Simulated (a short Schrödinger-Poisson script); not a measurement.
Stack: MOS inversion layer, SiO2 on p-type Si(100), at 300 K.

```csv
layer,material,thickness (nm),Na (cm⁻³)
1,SiO2,1.9,-
2,Si,1700,6.3e16
```

Constants are typed, rounded textbook-type inputs, not results; the design itself was drawn at random and stands for no fabricated device. SiO2: permittivity 3.9, conduction-band edge (eV) 3.15, gap (eV) 9, electron mass (mₑ) 0.5. Si: permittivity 11.7, conduction-band edge (eV) 0, gap (eV) 1.124, Nv at 300 K (cm⁻³) 3.1e19.

Channel valleys (confinement mass, in-plane density-of-states mass, number): Δ2 0.916, 0.19, 2; Δ4 0.19, 0.417, 4. At the gate the conduction-band edge of layer 1 lies 3.58 eV − eVg above the Fermi level of the channel; the field vanishes at the back. Gaps are held at their typed values at every temperature. Mesh 0.03 nm at interfaces.

Solved with a short Schrödinger-Poisson script written for these runs: 1D Poisson equation in equilibrium, electrons classical, Boltzmann, parabolic valleys, classical holes, full ionisation, no traps, pinning or gate leakage.

The same stack at other levels of the model or other numerical settings:

```
run                                          sheet density of all electrons at Vg = 2 V (cm⁻²)  sheet density of all electrons at Vg = 0.8 V (cm⁻²)  capacitance at Vg = 2 V (μF/cm²)  centroid of the channel electrons at Vg = 2 V (nm)  rough cost against the base
-------------------------------------------  -------------------------------------------------  ---------------------------------------------------  --------------------------------  --------------------------------------------------  ---------------------------
base                                                                                   1.59e13                                              3.18e12                              1.75                                                0.51                      about 1
electrons treated as classical, Fermi-Dirac                                         (withheld)                                              3.11e12                              1.65                                                0.75                            5
electrons treated as quantum, Hartree                                               (withheld)                                              2.46e12                              1.52                                                1.63                           30
mesh six times as coarse                                                               1.56e13                                              3.13e12                        (withheld)                                                0.61                      about 1
```

**Question.** Some entries are withheld; supply them.

**Answer.** 
- electrons treated as classical, Fermi-Dirac, sheet density of all electrons at Vg = 2 V (cm⁻²): 1.52e13
- mesh six times as coarse, capacitance at Vg = 2 V (μF/cm²): 1.72
- electrons treated as quantum, Hartree, sheet density of all electrons at Vg = 2 V (cm⁻²): 1.33e13

The classical rows ignore confinement, and Boltzmann statistics overrate the density once the band edge passes the Fermi level.
